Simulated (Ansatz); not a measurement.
N on the 1x1 (111) surface of fcc Cu, one in a 2x2 cell: adsorption energies (eV for each) against ½ N2(g) in Ansatz (plane waves, PAW). Structures relaxed with PBE; the other functionals are single points on them, with slab and gas at the same level. No dispersion, zero-point or thermal terms. Rows are starts at which the adsorbate stayed; left out, since it moved away, changed or didn't bind there, or the run didn't converge: bridge Cu-Cu (span 2.6 Å).

Set-up: 17 atoms, 6.2 Å thick at the start under the adsorbate (thin: gaps and levels are the slab's own); mesh 6x6x1; 0.1 eV smearing; dipole correction on; 8 atoms held, the rest relaxed; each run with such symmetry as its start has; spin-polarised, no spin-orbit, no U, no dispersion correction.

```json
[
 {"site": "top Cu", "PBE": "3.71", "RPBE": "?", "r2SCAN": "3.54"},
 {"site": "hollow Cu-Cu-Cu over Cu at depth 2.1 Å", "PBE": "1.60", "RPBE": "?", "r2SCAN": "1.42"},
 {"site": "hollow Cu-Cu-Cu over Cu at depth 4.1 Å", "PBE": "1.47", "RPBE": "?", "r2SCAN": "1.27"}
]
```

Question: What belongs in the gaps?

Answer: 
- top Cu, RPBE: 3.80
- hollow Cu-Cu-Cu over Cu at depth 2.1 Å, RPBE: 1.87
- hollow Cu-Cu-Cu over Cu at depth 4.1 Å, RPBE: 1.75

RPBE moves the energies by 0.21 eV on average against PBE and puts 'hollow Cu-Cu-Cu over Cu at depth 4.1 Å' lowest, as PBE does. r2SCAN moves the energies by -0.19 eV on average against PBE and puts 'hollow Cu-Cu-Cu over Cu at depth 4.1 Å' lowest, as PBE does.

Ansatz is a program for electronic structure.
